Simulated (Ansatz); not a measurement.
We consider MgZn₂ (P6₃/mmc, No. 194), described by rVV10 (plane waves, PAW; Ansatz, a program for electronic structure).

Run with plane-wave cutoff 520 eV, 12×12×8 k mesh (along the axes of the cell as run), Fermi–Dirac smearing 0.05 eV, scalar-relativistic PAW data made under PBE.

Results at a series of volumes:

```
V (Å³/atom)  E − E_lowest (meV/atom)  P (GPa)
-----------  -----------------------  -------
16.195                          5.53    2.732
16.533                          1.33    1.286
16.870                          0.00    0.001
17.208                          1.22   -1.139
17.545                          4.71   -2.149
```

Problem. Estimate the bulk modulus from the pressures at 16.533 and 17.208 Å³/atom, and compare it with a fit to all energies.

Solution. B = −V dP/dV. Between V = 16.533 and 17.208 Å³/atom, dP/dV = (-1.139 − (1.286))/(17.208 − 16.533) = -3.59 GPa per Å³/atom; at the midpoint 16.870 Å³/atom this gives B ≈ 60.6 GPa. The third-order Birch–Murnaghan fit gives V0 = 16.871 Å³/atom, B0 = 60.4 GPa, B′ = 5.0, which lies within 1 % of that estimate.

Shape and atoms are relaxed at each volume.

Note: the bulk modulus comes from volumes at which shape and atoms were relaxed.

The result took very roughly 23 core-minutes.
